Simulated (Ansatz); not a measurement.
Consider the following.

```
CELL_PARAMETERS angstrom
      0.00000     1.85232     1.85232
      1.85232     0.00000     1.85232
      1.85232     1.85232     0.00000
ATOMIC_POSITIONS crystal
  Pt 0.00000 0.00000 0.00000
```

No spin polarisation.

All numbers come from DFT with r2SCAN, PAW potentials and a 500 eV plane-wave cutoff in Ansatz (a quantum-chemistry and plane-wave program), no spin-orbit coupling. k-mesh 20×20×20 (Γ-centred); smearing 0.05 eV (Fermi–Dirac).

What band gap does the calculation give?

Zero.

What pressure does the calculation give?

82.3 GPa.

What is the computed space group?

Fm-3m (No. 225).

The cells carry an imposed strain or load. Stability against distortions was not tested. All final runs are without spin polarisation. The cell was made from Pt in the fcc (Cu type) structure (space group Fm-3m, No. 225) by this change: isotropic strain −5.98 %.
